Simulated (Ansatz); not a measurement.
**hypothetical NiAs type PtS with two functionals**

The reference is PtS in the NiAs type structure (space group P6_3/mmc, No. 194; a = 3.7531 Å, c = 5.5435 Å; a hypothetical phase, not in the database extracts checked).

(Cell as relaxed with PBE.)

Levels (all Ansatz, a first-principles code, PAW): PBE (420 eV, without spin-orbit coupling); r2SCAN (500 eV, spin-orbit coupling left out).

Each level relaxes its own structure.

| quantity | PBE | r2SCAN |
|---|---|---|
| volume per atom | 16.91 Å³ | ? |
| lattice parameter a | 3.753 Å | ? |
| lattice parameter c | 5.544 Å | ? |
| band gap | zero | ? |

Question: Predict the r2SCAN column.

Answer: 
- volume per atom, r2SCAN: 16.56 Å³
- lattice parameter a, r2SCAN: 3.697 Å
- lattice parameter c, r2SCAN: 5.598 Å
- band gap, r2SCAN: zero

PBE's volume per atom lies 0.341 Å³ above r2SCAN's (2.1 %); PBE's lattice parameter a lies 0.056 Å above r2SCAN's (1.5 %); PBE's lattice parameter c lies 0.054 Å below r2SCAN's (1.0 %); the two agree on the band gap. Neither level is exact; r2SCAN is the comparison here, not a measurement.

Stability against distortions was not tested. The final runs are not spin-polarised.
